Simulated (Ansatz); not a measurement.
# Hypothetical anti-fluorite Tl2S: response to strain

Start from Tl2S in the anti-fluorite structure (space group Fm-3m, No. 225; a = 7.375 Å; a hypothetical phase, not in the database extracts checked). Axes: x, y, z lie along the cube axes.

Strains are applied to the cell and any free atomic positions relax; under biaxial strain the out-of-plane vector relaxes too; under stress the whole cell relaxes.

Calculations: PBE (Ansatz, a first-principles code), spin-orbit coupling left out.

Notes on the quantities. energy relative to the base: free energy F; pressure: mean of the normal stresses, compression positive.

```csv
variant,energy relative to the base,pressure,volume per atom
base,0 meV/atom,0.0 GPa,33.43 Å³
"biaxial strain −0.88 %, plane normal [001], relaxed out of plane",+0.5 meV/atom,0.2 GPa,33.18 Å³
"biaxial strain −0.67 %, plane normal [110], relaxed out of plane",0.0 meV/atom,0.0 GPa,33.43 Å³
uniaxial strain ε_xx = −3.65 %,+4.7 meV/atom,0.9 GPa,32.21 Å³
uniaxial strain ε_xx = −1.15 %,+0.5 meV/atom,0.3 GPa,33.05 Å³
uniaxial strain ε_yy = −3.65 %,+4.7 meV/atom,0.9 GPa,32.21 Å³
uniaxial strain ε_yy = −2.19 %,+1.7 meV/atom,0.5 GPa,32.70 Å³
uniaxial strain ε_yy = +5.47 %,+9.7 meV/atom,-1.1 GPa,35.26 Å³
uniaxial strain ε_zz = −0.62 %,+0.1 meV/atom,0.2 GPa,33.22 Å³
"uniaxial stress, 1 GPa tension along x",+5.3 meV/atom,–,33.86 Å³
```

The mesh was chosen for an insulator and is coarse for the gapless case. Stability under load was not tested beyond the relaxation. The final runs are not spin-polarised.
